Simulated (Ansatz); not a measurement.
An Ansatz (a program for electronic structure) run: TiB2 with a change (biaxial strain −4.21 %, plane normal [001], relaxed out of plane); PBEsol in Ansatz (plane waves to 420 eV, PAW, without spin-orbit coupling), earlier PAW set.

Input:

Ansatz 0.2 input:
```yaml
crystal:
  lattice:
    - [2.8902560269, 0, 0]
    - [1.4451280135, 2.5030351427, 0]
    - [0, 0, 3.2519916679]
  atoms:
    - { symbol: Ti, position: [0, 0, 0] }
    - { symbol: B, position: [0.3333333333, 0.3333333333, 0.5] }
    - { symbol: B, position: [0.6666666667, 0.6666666667, 0.5] }
basis: { ecutwfc: 420, ecutrho_ratio: 4, xc_grid: 2, fft_grid_basis: typed }
kpoints: { mp_grid: { grid: [13, 13, 10] } }
hamiltonian:
  xc: pbesol
  dispersion: none
  pseudopotentials: { azcp: { folder: ./paw }, kind: paw }
scf: { occupations: { method: fermi_dirac, width: 0.05 } }
relax: { f_tol: 0.005, max_steps: 50, cell: { stress_tol: 0.01, fix: [a, b, gamma] } }
output: { forces: true, stress: true }
checkpoint: { write: state.ck, write_every: 1000 }
```

Output (explanatory and most iteration lines left out):

```
Relaxation: its limit of steps is 50 (relax.max_steps)
Pseudopotential: Ti, paw, valence charge 12
Pseudopotential: B, paw, valence charge 3
Crystal: 3 atoms, lattice volume = 23.526 Å³
Basis set: ecut = 420 eV, 455 PW (Γ), exchange–correlation on 40×40×48 points (8 copies of the dense FFT grid, shifted against one another)
Bands: 13, of which v1, the nominal top of the filled ones, is band 9 counted from 1 (8 counted from 0)
Symmetry: 24 space group operations
Space group: P6/mmm (ITA 191), of the structure as read, at distance tolerance 2.9e-5 Å
k-points: 126 of 1690
Functional: x = pbesol(κ = 0.804, μ = 0.12345679012345678), c = pbesol(β = 0.046)
SCF iter   1: F=—  HF=-2783.906591 eV  |F-HF|=—  |Δ(HF+E_count)|=         —  Δρ=1.24e-1  dr2=5.69e0  ethr=3.10e-3  ⟨swp⟩=4.5  Hψ=7812  notcnv=0
SCF iter   2: F=—  HF=-2783.148554 eV  |F-HF|=—  |Δ(HF+E_count)|=   7.58e-1  Δρ=8.46e-2  dr2=2.86e0  ethr=3.10e-3  ⟨swp⟩=2.0  Hψ=3134  notcnv=0
SCF 1 converged in 7 iterations: F = -2782.418559 eV  dr2 = 3.34e-8
relax step   1: F+E_penalty+E_count = -2782.41855950 eV  Δ(F+E_penalty+E_count) = +0.000e0 eV  max|allowed force component| = 3.207e-16 eV/Å  Δτ_max = 0.0000 Å  P = +22.843 GPa  Ω = 23.526 Å³  fix = [a, b, gamma]  reactions: a +34.376, b +34.376 GPa  (7 SCF iters, dr2 threshold 1.00e-7 eV, accepted)
[... steps on the carried basis left out ...]
relax step   3: F+E_penalty+E_count = -2782.41857662 eV  Δ(F+E_penalty+E_count) = -1.823e-6 eV  max|allowed force component| = 2.714e-16 eV/Å  Δτ_max = 0.0000 Å  P = +22.961 GPa  Ω = 23.517 Å³  energy of the carried Pulay correction = +1.031e-5 eV  fix = [a, b, gamma]  reactions: a +34.441, b +34.441 GPa  (7 SCF iters, dr2 threshold 3.21e-9 eV, accepted)
Crystal: 3 atoms, lattice volume = 23.517 Å³
SCF iter   1: F=—  HF=-2782.418569 eV  |F-HF|=—  |Δ(HF+E_count)|=         —  Δρ=1.20e-6  dr2=4.36e-11  ethr=2.14e-9  ⟨swp⟩=3.1  Hψ=12804  notcnv=0
SCF iter   2: F=—  HF=-2782.418567 eV  |F-HF|=—  |Δ(HF+E_count)|=   2.40e-6  Δρ=6.31e-7  dr2=1.42e-11  ethr=1.00e-12  ⟨swp⟩=2.3  Hψ=2824  notcnv=0
SCF 4 converged in 8 iterations: F = -2782.418567 eV  dr2 = 1.95e-18
SCF converged after 8 iterations
Free energy (F): -2782.418567 eV
Internal energy: -2782.416224 eV  (E = F + TS)
E sigma→0 (E₀):  -2782.417395 eV
Entropy (-TS):   -0.002343 eV (-0.781 meV/atom)
Fermi energy:    16.489374 eV
--- Forces (eV/Å), atoms counted from 1 ---
  atom   1  Ti     0.00000000     0.00000000     0.00000000
  atom   2  B     -0.00000000    -0.00000000     0.00000000
  atom   3  B      0.00000000     0.00000000     0.00000000
--- Stress (GPa, compression-positive) ---
       34.441209      -0.000000       0.000000
       -0.000000      34.441209       0.000000
        0.000000       0.000000      -0.000584
  P = ⅓ Tr σ = 22.9606 GPa (229.606 kbar)
--- Relaxed structure (3 steps of the walk, 3 accepted, 1 SCFs on fresh bases) ---
  cell:  # Å, volume = 23.5165 Å³
    - [2.890256026878938, -2.8867522406448807e-11, 1.6188675811662138e-35]
    - [1.445128013464469, 2.5030351427038062, -6.200468462317859e-35]
    - [1.821480116696789e-35, -9.107400583483945e-35, 3.2506483278657003]
  atoms:
    - { symbol: Ti, position: [-1.1061182867724409e-35, 2.3510600553512327e-35, 0.0] }
    - { symbol: B, position: [0.3333333333333334, 0.33333333333333337, 0.5] }
    - { symbol: B, position: [0.6666666666666669, 0.6666666666666667, 0.5] }
```

The mesh was chosen for an insulator and is coarse for the gapless case. Without a gap, meshes like the base's 13×13×10 leave anisotropic stresses uncertain by several tenths of a GPa, and small strain energies with them. No phonon test of stability was made. The final runs are not spin-polarised. The cell was made from TiB₂ (space group P6/mmm, No. 191) by this change: biaxial strain −4.21 %, plane normal [001], relaxed out of plane.
